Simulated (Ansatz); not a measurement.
Data:

```
CELL_PARAMETERS angstrom
      0.06465     2.26829     2.26829
      2.26829     0.06465     2.26829
      2.33294     2.33294     0.00000
ATOMIC_POSITIONS crystal
  P  0.24778 0.24778 0.25222
  B  0.00222 0.00222 0.99778
```

No spin polarisation.

Calculations: r2SCAN (Ansatz, an electronic-structure program), scalar-relativistic without spin-orbit coupling. Γ-centred 12×12×12 mesh, Fermi–Dirac width 0.05 eV.

Problem. Predict the pressure (mean of the normal stresses, compression positive).

Solution. 0.43 GPa.

Problem. Predict the smallest direct gap.

Solution. 2.86 eV.

The cells carry an imposed strain or load. No phonon test of stability was made. The cell was made from BP in the zinc blende structure (space group F-43m, No. 216) by this change: tensor shear ε_xy = +2.85 %.
